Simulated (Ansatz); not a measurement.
Consider Ga (space group Fmmm, No. 69; a = 2.7874 Å, b = 5.0316 Å, c = 10.3674 Å; a hypothetical phase, not in the database extracts checked).

The values are results of PBE-D3(BJ)/PAW in Ansatz (a program for electronic structure), spin-orbit coupling left out, not measurements.

One change was made to it. Results:

```tsv
quantity	base	after
volume per atom	18.18 Å³	14.48 Å³
band gap	zero	zero
```

Which change produced these results?
A) pressure 4.5 GPa
B) pressure −2 GPa
C) pressure 2.1 GPa
D) pressure 9 GPa
E) pressure 22.5 GPa

E, pressure 22.5 GPa. For comparison, the volume per atom in the other runs: pressure 4.5 GPa gives 16.97 Å³; pressure 2.1 GPa gives 17.55 Å³; pressure 9 GPa gives 16.12 Å³; pressure −2 GPa gives 18.91 Å³.

Load acts through the strain it causes; cell and atoms are relaxed under it. No phonon test of stability was made. Competing high-pressure phases were not computed. The base started in Cmce and relaxed to Fmmm at this level.
